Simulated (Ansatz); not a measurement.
# Element substitutions in Cs

Take Cs in the bcc (W type) structure (space group Im-3m, No. 229; a = 6.275 Å) as the base.

Each row replaces one element on all its sites; cell and atoms are relaxed.

The values are results of Ansatz (an electronic-structure program), r2SCAN, PAW, cutoff 500 eV, without spin-orbit coupling, not measurements.

Candidates:
(a) Cs → K
(b) Cs → Li
(c) Cs → Rb

Before the change:

```
Property            Result
---------------  ---------
Volume per atom  123.55 Å³
```

### Question
Order them by volume per atom, lowest first.

### Answer
(b) Cs → Li (21.03 Å³), (a) Cs → K (76.71 Å³), (c) Cs → Rb (94.86 Å³)

No phonon test of stability was made. The final runs are not spin-polarised.
